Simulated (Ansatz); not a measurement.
The starting structures come from a database of crystals and need not be the phases stable at ambient conditions.

The decay constant κ of evanescent states in the gap governs leakage through a thin film.

```
CELL_PARAMETERS angstrom
      7.04618     0.00000     0.00000
      0.00000     6.99446    -0.16618
      3.52309    -1.70575     3.12524
ATOMIC_POSITIONS crystal
  Pd 0.50000 0.00000 0.50000
  Pd 0.00000 0.00000 0.50000
  Se 0.67432 0.63856 0.65136
  Se 0.32568 0.36144 0.34864
  O  0.03789 0.29066 0.53150
  O  0.96211 0.70934 0.46850
  O  0.56939 0.70934 0.46850
  O  0.43061 0.29066 0.53150
  O  0.60936 0.14098 0.78127
  O  0.39064 0.85902 0.21873
```

Space group of this cell: C2/m. The cell was relaxed by PBE-D3(BJ); by PBEsol its mean pressure is -2.7 GPa.

Transport runs along the normal of the first two printed cell vectors.

The gap is the functional's own, uncorrected, and κ follows it; spin-orbit coupling is left out. Mid-gap values are interpolated between the computed energies.

Task: Estimate the band gap and the smallest decay constant κ at mid-gap that PBEsol (Ansatz, a quantum-chemistry and plane-wave program) returns for this system.

Result: Gap 0.69 eV on a 10×6×10 mesh; κ = 0.323 1/Å, at the zone centre.
